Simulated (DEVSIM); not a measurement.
# Si n-p junction from an implanted or diffused profile

Structure: Si n-p junction from an implanted or diffused profile, at 400 K.

| layer (left to right) | material | thickness (μm) | Na (cm⁻³) | τn (s) | τp (s) |
|---|---|---|---|---|---|
| 1 | Si | 25.0 | 7.8e14 | 1.2e-5 | 1.2e-5 |

Added donor profile: 3.9e16 cm⁻³ × exp(−(x − 0 μm)²/(2·(0.12 μm)²)). Left contact: ohmic. Right contact: ohmic. Voltage is applied to the left contact. Recombination: SRH at mid-gap, Auger. Mobility is μmin + (μ − μmin)/(1 + (N/Nref)^α).

Constants are typed, rounded textbook-type inputs, not results; the design itself was drawn at random and stands for no fabricated device. Values at 300 K; Nc and Nv go as T^1.5, mobilities as T to minus their exponent, the gap by Varshni's rule with the affinity fixed.

| parameter | Si |
|---|---|
| gap (eV) | 1.124 |
| affinity (eV) | 4.05 |
| permittivity | 11.7 |
| Nc (cm⁻³) | 2.86e19 |
| Nv (cm⁻³) | 3.1e19 |
| μn (cm²/Vs) | 1417 |
| μp (cm²/Vs) | 470 |
| μn,min | 52 |
| μp,min | 45 |
| Nref,n | 9.7e16 |
| Nref,p | 2.2e17 |
| αn | 0.68 |
| αp | 0.72 |
| T exponent of μn | 2.3 |
| T exponent of μp | 2.2 |
| Cn (cm⁶/s) | 2.8e-31 |
| Cp (cm⁶/s) | 9.9e-32 |
| Varshni α (eV/K) | 0.000473 |
| Varshni β (K) | 636 |

DEVSIM, 1D drift-diffusion, Boltzmann statistics, complete ionisation; no tunnelling, impact ionisation, image-force lowering or self-heating.

The potential step across the device at zero bias is 0.474 V and the dark forward voltage at 1 A/cm² is 0.336 V. The dark forward voltage at 100 A/cm² is 1.066 V.

Dark forward current:

| V (V) | J (A/cm²) |
|---|---|
| -0.05 | -0.00046 |
| -0.10 | -0.0024 |
| -0.15 | -0.011 |
| -0.20 | -0.044 |
| -0.30 | -0.52 |
| -0.35 | -1.3 |
| -0.40 | -2.7 |
| -0.45 | -4.7 |
| -0.50 | -7.6 |
| -0.55 | -11 |
| -0.60 | -16 |
| -0.70 | -27 |
| -0.75 | -35 |
| -0.80 | -43 |
| -0.85 | -52 |
| -0.90 | -61 |
| -0.95 | -72 |
| -1.05 | -96 |
| -1.10 | -110 |
| -1.15 | -120 |
| -1.20 | -140 |
| -1.25 | -150 |
| -1.30 | -170 |
| -1.35 | -190 |
| -1.45 | -220 |
| -1.50 | -240 |
| -1.55 | -260 |
| -1.60 | -280 |
